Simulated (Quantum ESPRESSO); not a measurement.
**Pressure against volume in fcc Ir (space group 225) (Quantum ESPRESSO, PBE)**

```
Ir
1.0
    0.00000     1.88586     1.88586
    1.88586     0.00000     1.88586
    1.88586     1.88586     0.00000
Ir
1
Direct
  0.00000   0.00000   0.00000
```

Method: PBE, GBRV 1.5 ultrasoft (PBE) pseudopotentials (plane waves; Quantum ESPRESSO). Settings: ecutwfc = 52 Ry; ecutrho = 416 Ry; occupations = smearing; smearing = fermi-dirac; degauss = 0.0036749 Ry; potentials = {Ir: ir_pbe_v1.2.uspp.F.UPF}; K_POINTS = automatic 26 26 26 0 0 0; conv_thr = 1e-10 Ry. The cell above is the first row's. The rows scale it uniformly. In all rows the k mesh is held.

```
V (Å^3/atom)  P (GPa)
------------  -------
13.414              ?
13.706          21.93
13.997          12.76
14.289           4.65
14.580          -2.54
14.872          -8.88
15.164         -14.48
15.455         -19.41
15.747         -23.76
```

**Question.** Using a cubic, estimate the missing P at V = 13.414 from the other rows, showing the fit.

**Answer.** With u = V - 14.7, the rows have u = -0.9940, -0.7030, -0.4110, -0.1200, 0.1720, 0.4640, 0.7550, 1.0470. Least squares gives P = -5.244 - 21.9808·u + 4.7566·u² - 0.6292·u³. Residuals (row less fit): 0.007, -0.018, 0.013, -0.003, 0.007, 0.002, -0.011, 0.006; standard error 0.014 (degrees of freedom: 4). The fitted pressure is zero at V0 = 14.47, where dP/dV = -24.24, so B0 = -V0·dP/dV = 351 GPa. At the withheld row, u = -1.2860, so P = -5.244 - 21.9808 × (-1.2860) + 4.7566 × (-1.2860)² - 0.6292 × (-1.2860)³ = 32.228 GPa. The calculation gives 32.29 GPa, 0.062 GPa above the prediction (0.1 % of the range of P in the table). The row lies outside the fitted rows, so this is an extrapolation. From the scatter of the fitted rows alone, a prediction at this place has a standard error of 0.037 GPa, so the miss is 1.7 times that.

Carrying the step between the two nearest rows on in a straight line would have given 31.13, off by 1.16; series whose last step already gives the withheld value aren't shown. The scan was laid around a cell of about the measured size, scaled by a guess for this functional. Spin polarisation is off. Spin-orbit coupling is off. Cutoffs and mesh are single choices, not tested for convergence of this quantity. Series with a scatter that would blur these digits, or in which a gap closes, are not shown.
